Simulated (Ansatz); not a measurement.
Pressure series in InSb

Start from InSb in the zinc blende structure (space group F-43m, No. 216).

```
InSb
1.0
    0.00000     3.31748     3.31748
    3.31748     0.00000     3.31748
    3.31748     3.31748     0.00000
Sb In
1 1
Direct
  0.75000   0.75000   0.75000
  0.00000   0.00000   0.00000
```

Cell and atoms are relaxed at each pressure.

Calculations: PBE (Ansatz, a first-principles code, PAW, no spin-orbit coupling), earlier PAW set.

Notes on the quantities. enthalpy: H = E + PV relative to the base's energy.

| change | shortest interatomic distance | enthalpy |
|---|---|---|
| base | 2.873 Å | – |
| pressure −2 GPa | 2.935 Å | -0.47 eV/atom |
| pressure −1 GPa | 2.902 Å | -0.23 eV/atom |
| pressure 0.3 GPa | 2.866 Å | +0.07 eV/atom |
| pressure 0.7 GPa | 2.856 Å | +0.16 eV/atom |
| pressure 1.5 GPa | … | +0.34 eV/atom |
| pressure 3 GPa | … | +0.66 eV/atom |
| pressure 5 GPa | 2.774 Å | +1.08 eV/atom |
| pressure 7.5 GPa | 2.738 Å | +1.58 eV/atom |
| pressure 10 GPa | 2.708 Å | +2.06 eV/atom |

Task: Complete the table.

Result: 
- pressure 1.5 GPa, shortest interatomic distance: 2.838 Å
- pressure 3 GPa, shortest interatomic distance: 2.808 Å

Load acts through the strain it causes; cell and atoms are relaxed under it. Whether these cells are dynamically stable was not tested. Tetrahedral semiconductors of this kind turn to denser phases somewhere between about 1 and 50 GPa; those were not computed, so compressed cells here can lie past the real transition. The final runs are not spin-polarised.
